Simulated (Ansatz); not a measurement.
Ansatz (an electronic-structure program) run on HfB2 (P6/mmm, 3 atoms in the cell): self-consistent single point.

Method: PBE with spin-orbit coupling (plane waves, PAW; Ansatz).

```xyz
3
Lattice="3.1797 0.0000 0.0000 -1.5898 2.7537 0.0000 0.0000 0.0000 3.5314" Properties=species:S:1:pos:R:3 pbc="T T T"
Hf     0.0000     0.0000     0.0000
B      0.0000     1.8358     1.7657
B      1.5898     0.9179     1.7657
```

Reference input (self-consistent single point, DFT, PBE, plane waves, default PAW files): kpoints.mp_grid.grid = 8 8 6; hamiltonian.xc = pbe; hamiltonian.pseudopotentials = {kind: paw} (the program's default PAW files); scf.occupations.method = fermi_dirac; scf.occupations.width = 0.1 eV. This run's input differs from it in these lines:

Ansatz 0.2 input:
```diff
@@ -14,2 +14,5 @@
   pseudopotentials: { kind: paw }
+magnetization:
+  noncollinear: true
+  spin_orbit: true
 scf:
```

Log, with long lists cut:

```
SCF iter   1: F=—  HF=-16055.471824 eV  |F-HF|=—  |Δ(HF+E_count)|=         —  Δρ=6.38e-2  dr2=1.96e0  dr2_m=0.00e0 (ungated)  ethr=3.10e-3  |M|=0.00e0 ∫|m|=0.00e0 μB  |m|>n=0.0e0 m-floor=0.0e0 τ_xc=0.0e0  β_m=0.30  ⟨swp⟩=4.3  Hψ=3233  notcnv=0  defer=2
all-band conjugate gradients solve this SCF's bands
preconditioner: auto → none
   [... lines left out ...]
SCF iter   7: F=—  HF=-16054.820722 eV  |F-HF|=—  |Δ(HF+E_count)|=   6.94e-6  Δρ=3.23e-5  dr2=5.33e-7  dr2_m=0.00e0 (ungated)  ethr=3.08e-8  |M|=0.00e0 ∫|m|=0.00e0 μB  |m|>n=0.0e0 m-floor=0.0e0 τ_xc=0.0e0  β_m=0.72  ⟨swp⟩=2.0  Hψ=1273  notcnv=0  defer=52
SCF iter   8: F=-16054.820722 eV  HF=-16054.820722 eV  |F-HF|=4.55e-9  |Δ(HF+E_count)|=   1.49e-7  Δρ=4.52e-6  dr2=5.69e-9  dr2_m=0.00e0 (ungated)  ethr=3.13e-10  |M|=0.00e0 ∫|m|=0.00e0 μB  |m|>n=0.0e0 m-floor=0.0e0 τ_xc=0.0e0  ⟨swp⟩=8.4  Hψ=3678  notcnv=0
SCF 1 converged in 8 iterations: F = -16054.820722 eV  dr2 = 5.69e-9
Magnetization: |M| = 0.0000 μB,  M = (+0.0000, +0.0000, +0.0000) μB
Absolute magnetization: 0.0000 μB (∫|m|)
  site 0: m = (+0.0000, +0.0000, +0.0000) μB, |m| = 0.0000 μB  (R = 1.05 Å)
  site 1: m = (+0.0000, +0.0000, +0.0000) μB, |m| = 0.0000 μB  (R = 0.76 Å)
  site 2: m = (+0.0000, +0.0000, +0.0000) μB, |m| = 0.0000 μB  (R = 0.76 Å)
Free energy (F): -16054.820722 eV
Internal energy: -16054.811363 eV  (E = F + TS)
E sigma→0 (E₀):  -16054.816042 eV
Entropy (-TS):   -0.009359 eV (-3.120 meV/atom)
Fermi energy:    19.806479 eV
--- Forces (eV/Å), atoms counted from 1 ---
  atom   1  Hf     0.00000000    -0.00000000     0.00000000
   [... zero for the other atoms too ...]
--- Stress (GPa, compression-positive) ---
       -8.265108      -0.000000       0.000000
       -0.000000      -8.265108       0.000000
        0.000000       0.000000      -8.391473
  P = ⅓ Tr σ = -8.3072 GPa (-83.072 kbar)
  The stress holds the Pulay correction. Without it, at fixed plane waves, as pw.x and ABINIT print it: P = -8.4829 GPa
```

The run converged in 8 iterations. Against the reference run the pressure goes from -7.99 to -8.31 GPa.

The starting cell comes from a database of computed structures (which also holds hypothetical and non-ambient phases and stackings), without a prior relaxation at this level. Its lattice was rescaled by a random factor within 2.5 % of one. With a pressure of about -8 GPa the cell is away from its equilibrium volume at this level. Ansatz's pressure includes its estimate of the finite-basis (Pulay) stress.
